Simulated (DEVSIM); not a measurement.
Structure: illuminated Si p-on-n cell, one wavelength, with a back-surface field, at 300 K.

Layer 1 from the left is Si, thickness (μm) 0.290, Na (cm⁻³) 1.3e19, τn (s) 4.2e-8, τp (s) 4.6e-8, absorption coefficient (cm⁻¹) 22000. Layer 2 from the left is Si, thickness (μm) 150, Nd (cm⁻³) 1.8e16, τn (s) 1.2e-7, τp (s) 1.2e-7, absorption coefficient (cm⁻¹) 22000. Layer 3 from the left is Si, thickness (μm) 1.10, Nd (cm⁻³) 3.2e18, τn (s) 1.2e-7, τp (s) 1.2e-7, absorption coefficient (cm⁻¹) 22000.

Left contact: ohmic, minority electron recombination velocity 2e6 cm/s. Right contact: ohmic, minority hole recombination velocity 8e6 cm/s. Voltage is applied to the left contact. Recombination: SRH at mid-gap, radiative, Auger. Light enters at the left, 6.8e16 photons cm⁻² s⁻¹, one pass, no reflection. Mobility is μmin + (μ − μmin)/(1 + (N/Nref)^α).

This is a model device: material constants are rounded textbook-type values typed into the input, and sizes, dopings and lifetimes were drawn at random. Values at 300 K.

Si: gap (eV) 1.124, affinity (eV) 4.05, permittivity 11.7, Nc (cm⁻³) 2.86e19, Nv (cm⁻³) 3.1e19, μn (cm²/Vs) 1417, μp (cm²/Vs) 470, μn,min 52, μp,min 45, Nref,n 9.7e16, Nref,p 2.2e17, αn 0.68, αp 0.72, B (cm³/s) 4.7e-15, Cn (cm⁶/s) 2.8e-31, Cp (cm⁶/s) 9.9e-32.

Model (solved in DEVSIM): 1D drift-diffusion, Boltzmann statistics, complete ionisation; no tunnelling, impact ionisation, image-force lowering or self-heating.

Question: What does the simulation give for the dark forward voltage at 1 A/cm², the fill factor?

Answer: dark forward voltage at 1 A/cm² 0.661 V; fill factor 0.80.
